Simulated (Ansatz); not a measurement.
Levels about the gap of amorphous Sb44Se66 (110 atoms in a cell of 3415 Å³, 5.14 g/cm³; zone centre alone, so wide bands show as single levels with stretches between that a denser mesh fills), at the geometry that PBE relaxed, where it gives 1.0 GPa on a denser mesh. The participation number counts the atoms over which a state spreads; weights are charges in smoothed Voronoi cells. The levels come from a single point, so bond lengths are those of that geometry. Method of the levels: PBE, scalar-relativistic without spin-orbit coupling, PAW (Ansatz default set, large-core Se) (Ansatz, an electronic-structure program). Sampling: the zone centre alone; Fermi-Dirac width 0.05 eV; no spin polarisation.

Preparation: random packing, a CHGNet melt and quench, and a DFT relaxation. The hot cell started wider than the set density and was brought back towards it in steps. It is the lowest in DFT energy of 8 quenches. It is a model cell: composition and starting density were chosen by hand, and all elements were melted together. No dispersion term was used. Its density started from a set value of 5.14 and ended at 5.14 g/cm³. The quench (nominally 28 K/ps over its main leg) was far faster than any real one, so the model tends to hold more defects than a real film. Values belong to this one cell and scatter from quench to quench. The volume was held where the preparation left it and the shape relaxed, at a PBE pressure of 1.0 GPa. Stress components on the final sampling reach 1.0 GPa. On a 2×2×2 Γ-centred mesh force components of up to 0.14 eV/Å stay, since the relaxation ran on the zone centre alone.

| E - E(highest filled), eV | filling | participation number | largest on | weight Se | weight Sb |
|---|---|---|---|---|---|
| -0.28 | filled | 44.4 | Se, 2 neighbours | 0.80 | 0.20 |
| -0.23 | filled | 36.5 | Se, 2 neighbours | 0.83 | 0.17 |
| -0.21 | filled | 41.4 | Se, 3 neighbours | 0.82 | 0.18 |
| -0.17 | filled | 38.4 | Se, 3 neighbours | 0.80 | 0.20 |
| -0.11 | filled | 37.2 | Se, 2 neighbours | 0.79 | 0.21 |
| -0.07 | filled | 55.8 | Se, 3 neighbours | 0.79 | 0.21 |
| 0.00 | filled | 33.5 | Se, 2 neighbours | 0.78 | 0.22 |
| 0.92 | empty | 24.7 | Sb, 4 neighbours | 0.52 | 0.48 |
| 0.99 | empty | 55.7 | Sb, 3 neighbours | 0.46 | 0.54 |
| 1.07 | empty | 56.4 | Sb, 3 neighbours | 0.46 | 0.54 |
| 1.16 | empty | 63.6 | Sb, 3 neighbours | 0.45 | 0.55 |
| 1.19 | empty | 51.3 | Sb, 3 neighbours | 0.48 | 0.52 |
| 1.22 | empty | 47.6 | Sb, 3 neighbours | 0.48 | 0.52 |
| 1.24 | empty | 69.0 | Sb, 3 neighbours | 0.49 | 0.51 |

Most localised among these is the empty level at +0.92 eV, on a Sb atom, which has 4 neighbours (Se 2.63 Å, Se 2.65 Å, Se 2.71 Å, Sb 3.25 Å).
